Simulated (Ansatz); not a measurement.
Start from ZnSiP$_{2}$ in the chalcopyrite structure (space group I-42d, No. 122).

```xyz
8
Lattice="-2.6765 2.6765 5.2226 2.6765 -2.6765 5.2226 2.6765 2.6765 -5.2226" Properties=species:S:1:pos:R:3 pbc="T T T"
Zn     0.0000     0.0000     0.0000
Zn     0.0000     2.6765     2.6113
Si     0.0000     0.0000     5.2226
Si     2.6765     0.0000     2.6113
P      1.2604     1.3383     6.5282
P      1.3383    -1.2604     3.9169
P      1.4162     1.3383     1.3056
P      1.3383     3.9369    -1.3056
```

Cartesian axes are those of the cell as printed.

All numbers come from Ansatz (an electronic-structure program) PBEsol, no spin-orbit coupling.

It is then changed as follows: tensile biaxial strain of 3.00 % in the plane normal to [001], as in epitaxy on a mismatched substrate; the out-of-plane cell vector and the atoms relax.

Question: What happens to the out-of-plane strain?

Answer: The out-of-plane strain amounts to -2.98 %.

Whether these cells are dynamically stable was not tested.
